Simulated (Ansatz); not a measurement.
# CsPbF3, pressure series

Start from CsPbF$_{3}$ in the cubic perovskite structure (space group Pm-3m, No. 221).

```xyz
5
Lattice="4.8142 0.0000 0.0000 0.0000 4.8142 0.0000 0.0000 0.0000 4.8142" Properties=species:S:1:pos:R:3 pbc="T T T"
Cs     2.4071     2.4071     2.4071
Pb     0.0000     0.0000     0.0000
F      0.0000     2.4071     0.0000
F      2.4071     0.0000     0.0000
F      0.0000     0.0000     2.4071
```

Cell and atoms are relaxed at each pressure.

The values are results of DFT with PBEsol, PAW potentials and a 420 eV plane-wave cutoff in Ansatz (a first-principles code), spin-orbit coupling left out, not measurements.

Candidates:
(a) pressure 18 GPa
(b) pressure 45 GPa
(c) pressure 9 GPa

For the base:

```
Item       Result
--------  -------
Band gap  2.62 eV
```

**Question.** Order them by band gap, lowest first.

**Answer.** (b) pressure 45 GPa (zero), (a) pressure 18 GPa (1.29 eV), (c) pressure 9 GPa (1.86 eV)

With Pb present, leaving out spin-orbit coupling can change the band edges. Load acts through the strain it causes; cell and atoms are relaxed under it. Whether these cells are dynamically stable was not tested. Competing high-pressure phases were not computed. All final runs are without spin polarisation. Many cubic perovskites are stable only at high temperature; tilts and polar distortions were not tested. Gaps under 0.05 eV, about the width of the smearing, are given as zero. The zero or small gap of CsPbF3 under pressure 45 GPa can change with the level of theory.
